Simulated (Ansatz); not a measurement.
The reference is Mo in the bcc (W type) structure (space group Im-3m, No. 229; a = 3.130 Å; relaxed with 0.1 eV smearing). Axes: x, y, z lie along the cube axes.

Calculations: PBEsol (Ansatz, a program for electronic structure; PAW; 420 eV plane waves; no spin-orbit coupling).

Now apply this change: the cell is scaled by 1.0250 in all directions; the atoms relax in the strained cell.

### Question
Predict the stress tensor and what it implies for the stiffness.

### Answer
Stress of the strained cell less that of the base (GPa, compression positive):
```
  -17.7     0.0     0.0
    0.0   -17.7     0.0
    0.0     0.0   -17.7
```

Then B = −ΔP/(ΔV/V₀) with ΔV/V₀ = 0.0769 gives secant stiffness values (nonlinear terms included at this strain): B ≈ 230 GPa.

As a check, the harmonic strain energy −½ V₀ Δσ:ε is 64 meV/atom; the computed energy rise is 70 meV/atom.

Stability against distortions was not tested. The final runs are not spin-polarised.
